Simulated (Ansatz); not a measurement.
Pressure series in SnTe

Take SnTe in the rock salt structure (space group Fm-3m, No. 225) as the base.

```
CELL_PARAMETERS angstrom
      0.00000     3.20463     3.20463
      3.20463     0.00000     3.20463
      3.20463     3.20463     0.00000
ATOMIC_POSITIONS crystal
  Te 0.00000 0.00000 0.00000
  Sn 0.50000 0.50000 0.50000
```

Cell and atoms are relaxed at each pressure.

Calculations: PBE (Ansatz, a first-principles code; PAW; 420 eV plane waves; without spin-orbit coupling), earlier PAW set.

Computed cases, in order: pressure −2 GPa; pressure −1 GPa; 0 GPa (base); pressure 0.9 GPa; pressure 15 GPa; pressure 22.5 GPa; pressure 30 GPa.

Problem. Between which two neighbouring cases does the band gap open or close?

Solution. Between 0 GPa (base) (0.05 eV) and pressure 0.9 GPa (zero). The whole series: pressure −2 GPa: 0.20 eV; pressure −1 GPa: 0.12 eV; 0 GPa (base): 0.05 eV; pressure 0.9 GPa: zero; pressure 15 GPa: zero; pressure 22.5 GPa: zero; pressure 30 GPa: zero.

Spin-orbit coupling, missing from the scalar runs, can matter with Te. Load acts through the strain it causes; cell and atoms are relaxed under it. Stability against distortions was not tested. No other phases were tried under pressure. The final runs are not spin-polarised. A zero or small gap of SnTe can be the functional's error rather than a property of the material.
